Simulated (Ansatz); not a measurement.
Take SiC in the wurtzite structure (space group P6_3mc, No. 186; a = 3.056 Å, c = 5.016 Å) as the base.

The change: every lattice vector is stretched by 1.20 %; the atoms relax in the strained cell.

Level of theory: plane-wave PAW DFT at the LDA level (Ansatz, a program for electronic structure, 420 eV), without spin-orbit coupling.

Base, band edges from the VBM (valence, conduction): K -3.90, 2.13; H -1.75, 5.11; M -1.20, 2.72; L -2.35, 3.26; A -0.72, 5.99; Γ 0.00, 4.92 eV.

Task: Give the band edges at the high-symmetry points of the new zone, measured from its valence-band maximum.

Result: 
```json
[
 {"point": "Γ", "valence edge (eV)": "0.00", "conduction edge (eV)": "4.62"},
 {"point": "M", "valence edge (eV)": "-1.19", "conduction edge (eV)": "2.66"},
 {"point": "K", "valence edge (eV)": "-3.79", "conduction edge (eV)": "2.19"},
 {"point": "A", "valence edge (eV)": "-0.71", "conduction edge (eV)": "5.69"},
 {"point": "L", "valence edge (eV)": "-2.31", "conduction edge (eV)": "3.19"},
 {"point": "H", "valence edge (eV)": "-1.73", "conduction edge (eV)": "4.94"}
]
```

The gap is 2.19 eV, indirect, Γ → K.

No phonon test of stability was made.
